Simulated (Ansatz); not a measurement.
Response to strain in TiPt3

Base system: TiPt₃ in the Cu3Au type structure (space group Pm-3m, No. 221; relaxed with 0.1 eV smearing).

```
TiPt3
1.0
    3.89962     0.00000     0.00000
    0.00000     3.89962     0.00000
    0.00000     0.00000     3.89962
Ti Pt
1 3
Direct
  0.00000   0.00000   0.00000
  0.00000   0.50000   0.50000
  0.50000   0.00000   0.50000
  0.50000   0.50000   0.00000
```

Cartesian axes are those of the cell as printed.

Strains are applied to the cell and any free atomic positions relax; under biaxial strain the out-of-plane vector relaxes too.

Computed with PBEsol/PAW in Ansatz (an electronic-structure program), no spin-orbit coupling.

| biaxial strain, plane normal [111], relaxed out of plane (%) | out-of-plane strain (%) |
|---|---|
| -2.5 | 1.79 |
| -2 | 1.42 |
| -1.5 | 1.06 |
| -1 | ? |
| -0.5 | 0.35 |
| 0 | 0.00 |

Task: Fit ε⊥ = −νε + γε² (strains in %) to the rows shown and predict the withheld row.

Result: Least squares on the printed values gives ν = 0.69 (the biaxial Poisson response) and γ = 0.009 (largest residual 0.00 %); this predicts 0.70 %, and the run gives 0.70 %, in agreement.

No phonon test of stability was made. The final runs are not spin-polarised.
